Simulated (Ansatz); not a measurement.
# Response to strain in BN

Start from BN in the wurtzite structure (space group P6_3mc, No. 186; a = 2.5545 Å, c = 4.2246 Å).

Strains are applied to the cell and any free atomic positions relax.

Method: PBE (Ansatz, an electronic-structure program), spin-orbit coupling left out.

Notes on the quantities. energy relative to the base: free energy F.

```tsv
isotropic strain (%)	energy relative to the base (meV/atom)
0	0.0
0.6	?
1.2	8.7
1.8	19.2
2.4	33.6
3	51.7
```

**Question.** Fit ΔE = Aε² + Bε³ (ε in %) to the rows shown and predict the withheld row.

**Answer.** Least squares on the printed values gives A = 6.20 and B = -0.15 meV/atom (largest residual 0.0 meV/atom); this predicts 2.2 meV/atom, and the run gives 2.2 meV/atom, in agreement.

Whether these cells are dynamically stable was not tested.
